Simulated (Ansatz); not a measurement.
Structures of equal composition on the (111)B surface of zinc-blende AlP (P plane on top): 2x2 Mg adatom at H3; 2x2 Mg adatom at T4. The slabs share one bottom face, and each structure is named by its start. These are constructed structures in small cells; real faces may alloy, dewet or reconstruct in larger ones, and not all known structures of the face are among them. Slabs of about 17 Å with all that they carry, Fermi-Dirac smearing of 0.025 eV. Bottom of the slabs: H caps. Relaxed from the named starts with such symmetry as they have, on meshes of like density; energies extrapolated to zero smearing; no spin-orbit coupling, no U. Spin-polarised runs, if any, are marked in brackets, and their order is one that fits the cell; the others ran without spin. Where a second, spin-polarised start was run, the lower counts.

Host crystal: zinc-blende AlP, with a band gap (PBE, scalar-relativistic without spin-orbit coupling).

All values below come from PBE (plane waves to 420 eV, PAW; Ansatz, a first-principles code).

Task: Rank these by energy per 1x1 cell (lowest first), as PBE gives it.

Result: 2x2 Mg adatom at H3 (0.000 eV [spin, 1.0 μB a cell], gap 0.40 eV on the mesh), 2x2 Mg adatom at T4 (0.112 eV [spin, 1.0 μB a cell], gap 0.31 eV on the mesh)
